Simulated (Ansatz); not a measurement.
# Ansatz run on Ti (P6_3/mmc, 2 atoms in the cell): self-consistent single point

Level of theory: LDA (PW92), default PAW files made with PBE (plane waves; Ansatz, a quantum-chemistry and plane-wave program).

This input was run:

Ansatz 0.2 input:
```yaml
# Ti
crystal:
  lattice:
    - [1.467625, -2.542001, 0.000000]
    - [1.467625, 2.542001, 0.000000]
    - [0.000000, 0.000000, 4.656600]
  atoms:
    - { symbol: Ti, position: [0.333333, 0.666667, 0.250000] }
    - { symbol: Ti, position: [0.666667, 0.333333, 0.750000] }
basis:
  ecutwfc: 30.9 Ry
kpoints:
  mp_grid: { grid: [13, 13, 7] }
hamiltonian:
  xc: lda
  pseudopotentials: { kind: paw }
scf:
  occupations: { method: fermi_dirac, width: 0.0073 Ry }
output:
  forces: true
  eigenvalues: true
  stress: true
```

Output (repeated stretches shortened):

```
WARN the atoms were moved onto the symmetric positions of the space group found under crystal.symmetry.tolerance 1.0e-5 (fractional …
WARN ansatz: RAYON_NUM_THREADS=1 ignored (pool sized by the plan → 1); use --threads N
Pseudopotentials: kind: paw
Pseudopotential: Ti, paw, valence charge 12
Crystal: 2 atoms, lattice volume = 34.745 Å³
Basis set: ecut = 420.4159175005146 eV, 687 PW (Γ)
Bands: 16, of which v1, the nominal top of the filled ones, is band 12 counted from 1 (11 counted from 0)
Symmetry: 24 space group operations
Space group: P63/mmc (ITA 194), of the structure as read, at distance tolerance 3.3e-5 Å
k-points: 84 of 1183
PAW frozen core: Ti, regenerated for the run's functional, and the local potential with it
Initial density: superposition of atomic densities (neutral atoms: chi_scale 0, normalization atom), corrected by the library's trained network
Initial wavefunctions: pseudopotential atomic-orbital guess
Eigensolver: davidson
Functional: x = slater, c = lda
SCF iter   1: F=—  HF=-4900.569720 eV  |F-HF|=—  |Δ(HF+E_count)|=         —  Δρ=6.10e-3  dr2=5.31e-3  ethr=1.77e-3  ⟨swp⟩=3.9  Hψ=5482  notcnv=0
all-band conjugate gradients solve this SCF's bands
preconditioner: auto → none
SCF iter   2: F=—  HF=-4900.568524 eV  |F-HF|=—  |Δ(HF+E_count)|=   1.20e-3  Δρ=2.99e-3  dr2=1.17e-3  ethr=2.21e-5  ⟨swp⟩=1.2  Hψ=2123  notcnv=0
SCF iter   3: F=—  HF=-4900.568586 eV  |F-HF|=—  |Δ(HF+E_count)|=   6.12e-5  Δρ=4.63e-4  dr2=3.00e-5  ethr=4.89e-6  ⟨swp⟩=2.1  Hψ=2067  notcnv=0
SCF iter   4: F=—  HF=-4900.568590 eV  |F-HF|=—  |Δ(HF+E_count)|=   4.87e-6  Δρ=6.63e-5  dr2=1.36e-6  ethr=1.25e-7  ⟨swp⟩=2.7  Hψ=2301  notcnv=0
iter 5 did not close the SCF: its close was put off for the readings that it lacked (scf_convergence_deferred on its scf_iter line)
SCF iter   5: F=-4900.568590 eV  HF=-4900.568590 eV  |F-HF|=1.43e-8  |Δ(HF+E_count)|=   3.34e-7  Δρ=7.49e-6  dr2=1.24e-8  ethr=5.67e-9  ⟨swp⟩=3.0  Hψ=2784  notcnv=0
SCF iter   6: F=-4900.568590 eV  HF=-4900.568590 eV  |F-HF|=3.73e-11  |Δ(HF+E_count)|=   1.72e-8  Δρ=9.01e-7  dr2=1.88e-10  ethr=5.18e-11  ⟨swp⟩=1.1  Hψ=4312  notcnv=0
SCF 1 converged in 6 iterations: F = -4900.568590 eV  dr2 = 1.88e-10
SCF converged after 6 iterations
Free energy (F): -4900.568590 eV
Harris-Foulkes:  -4900.568590 eV  (|F-HF|=3.73e-11)
Internal energy: -4900.489646 eV  (E = F + TS)
E sigma→0 (E₀):  -4900.529118 eV
Entropy (-TS):   -0.078944 eV (-39.472 meV/atom)
Fermi energy:    13.036427 eV
--- Per-component energies (eV) ---
  E_band       = -316.723923
  E_kinetic    = 544.134293
  E_local      = -1634.124920  (includes V_loc(G=0)·N_el)
  E_nonlocal   = 24.138661
  E_hartree    = 667.501637
  E_xc         = -192.884663
  E_vxc        = -242.704597  (∫ρ·V_xc dr)
  E_paw        = -1997.867663  (= ΣΔE_a)
  E_vpaw       = -343.170254  (= ΣTr[D̂ρ^β])
  E_aug_tail   = 0.000189  (compensation charges beyond the density's cutoff)
  E_ewald      = -2312.039081
  E_core_change = 0.651901  (= ΣΔE_core)
  E_smearing   = -0.078944  (= −TS)
  E_closure    = 0.000000  (closes the sum)
  Σ components = -4900.568590   (vs F -4900.568590, Δ=0.00e0)
--- Forces (eV/Å), atoms counted from 1 ---
  atom   1  Ti    -0.00000000    -0.00000000     0.00000000
  atom   2  Ti     0.00000000     0.00000000     0.00000000
  max |Σ_I F_I| component: 7.40e-17 eV/Å
--- Stress (GPa, compression-positive) ---
       -8.148180       0.000000       0.000000
        0.000000      -8.148180       0.000000
        0.000000       0.000000      -8.504085
  P = ⅓ Tr σ = -8.2668 GPa (-82.668 kbar)
  The stress holds the Pulay correction. Without it, at fixed plane waves, as pw.x and ABINIT print it: P = -8.3000 GPa
--- Band table (eV; the first three rows and the last of 84) ---
  k-point 0: bands = ["-43.1753", "-43.0315", "-20.0861", "-19.4333", "-19.4333", "-19.3557", "-19.3299", "-19.3299", "6.9426", "10.3877", "13.8118", "13.8118", "13.9149", "13.9297", "14.3081", "14.3081"]
  k-point 1: bands = ["-43.1682", "-43.0387", "-20.0514", "-19.4282", "-19.4282", "-19.3934", "-19.3351", "-19.3351", "7.1145", "10.3032", "13.6241", "13.7356", "13.7356", "13.8363", "14.2167", "14.2167"]
  k-point 2: bands = ["-43.1485", "-43.0589", "-19.9532", "-19.4981", "-19.4139", "-19.4139", "-19.3495", "-19.3495", "7.6098", "9.9434", "13.1734", "13.5876", "13.6481", "13.6481", "14.0077", "14.0077"]
  k-point 83: bands = ["-43.0202", "-43.0171", "-19.9026", "-19.8962", "-19.7282", "-19.6786", "-19.4694", "-19.4587", "11.5886", "11.6401", "12.0988", "12.2202", "12.8381", "12.9437", "14.5662", "14.8967"]
```

The run converged in 6 iterations.

The starting cell has typed, rounded lattice constants, without a prior relaxation at this level. Its lattice was rescaled by up to half a per cent. Spin polarisation is off. With a pressure of about -8 GPa the cell is away from its equilibrium volume at this level. Ansatz's pressure includes its estimate of the finite-basis (Pulay) stress.
